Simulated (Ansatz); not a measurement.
**A computed series for BeS: response to strain**

The reference is BeS in the zinc blende structure (space group F-43m, No. 216).

```cif
data_Be4S4
_chemical_formula_sum 'Be4 S4'
_space_group_name_H-M_alt 'F-43m'
_space_group_IT_number 216
_space_group_name_Hall 'F -4 2 3'
_cell_length_a 4.79635
_cell_length_b 4.79635
_cell_length_c 4.79635
_cell_angle_alpha 90.000
_cell_angle_beta 90.000
_cell_angle_gamma 90.000
loop_
_atom_site_label
_atom_site_type_symbol
_atom_site_symmetry_multiplicity
_atom_site_Wyckoff_symbol
_atom_site_fract_x
_atom_site_fract_y
_atom_site_fract_z
_atom_site_occupancy
Be1 Be 4 a 0.00000 0.00000 0.00000 1
S1 S 4 d 0.75000 0.75000 0.75000 1
```
(The calculation used a cell of 2 atoms; values per cell refer to that cell.)

Strains are applied to the cell and any free atomic positions relax.

Level of theory: LDA (Ansatz, a quantum-chemistry and plane-wave program), no spin-orbit coupling.

| case | electron mass | band gap | width of the top valence band |
|---|---|---|---|
| base | 0.80 mₑ along k, 0.28 mₑ across (at X) | 2.82 eV | 3.57 eV |
| isotropic strain −3.00 % | 0.77 mₑ along k, 0.26 mₑ across (at X) | 2.60 eV | 4.06 eV |
| isotropic strain −2.50 % | 0.78 mₑ along k, 0.26 mₑ across (at X) | 2.64 eV | 3.97 eV |
| isotropic strain −1.50 % | 0.78 mₑ along k, 0.27 mₑ across (at X) | 2.72 eV | 3.81 eV |
| isotropic strain −1.00 % | 0.79 mₑ along k, 0.27 mₑ across (at X) | 2.75 eV | 3.73 eV |
| isotropic strain −0.50 % | 0.79 mₑ along k, 0.27 mₑ across (at X) | ___ | ___ |
| isotropic strain +0.50 % | 0.80 mₑ along k, 0.28 mₑ across (at X) | 2.86 eV | 3.50 eV |
| isotropic strain +1.00 % | 0.81 mₑ along k, 0.28 mₑ across (at X) | 2.89 eV | 3.43 eV |
| isotropic strain +2.00 % | 0.82 mₑ along k, 0.29 mₑ across (at X) | 2.95 eV | 3.29 eV |
| isotropic strain +2.50 % | 0.82 mₑ along k, 0.29 mₑ across (at X) | 2.98 eV | 3.22 eV |

Question: Fill in the withheld entries from the trend.

Answer: 
- isotropic strain −0.50 %, band gap: 2.79 eV
- isotropic strain −0.50 %, width of the top valence band: 3.65 eV

Effective masses come from finite differences of ±0.01 Å⁻¹. Along k means along the line from Γ to the band edge. Whether these cells are dynamically stable was not tested.
